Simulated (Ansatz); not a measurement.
Base system: TiC in the rock salt structure (space group Fm-3m, No. 225; relaxed with 0.1 eV smearing).

```yaml
crystal:
  lattice:
    - [0.00000, 2.16390, 2.16390]
    - [2.16390, 0.00000, 2.16390]
    - [2.16390, 2.16390, 0.00000]
  atoms:
    - { symbol: C, position: [0.00000, 0.00000, 0.00000] }
    - { symbol: Ti, position: [0.50000, 0.50000, 0.50000] }
```

Cartesian axes are those of the cell as printed.

Computed with r2SCAN in Ansatz (plane waves to 500 eV, PAW, no SOC).

For the base:

| Property | Value |
|---|---|
| Shortest interatomic distance | 2.164 Å |
| Pressure | 0.0 GPa |

Now apply this change: biaxial strain +4.98 %, plane normal [001], relaxed out of plane (Cartesian); in-plane vectors clamped, the third vector and the atoms free.

Problem. Predict the new shortest interatomic distance, ratio −ε⊥/ε∥, energy relative to the base and pressure.

Solution. The shortest interatomic distance decreases by 0.046 Å, from 2.164 Å to 2.118 Å; the ratio −ε⊥/ε∥ comes out as 0.43; the energy goes up by 79 meV/atom; the pressure (mean of the normal stresses, compression positive) goes from zero to -15.0 GPa.

No phonon test of stability was made. All final runs are without spin polarisation.

Ansatz is a program for electronic structure.
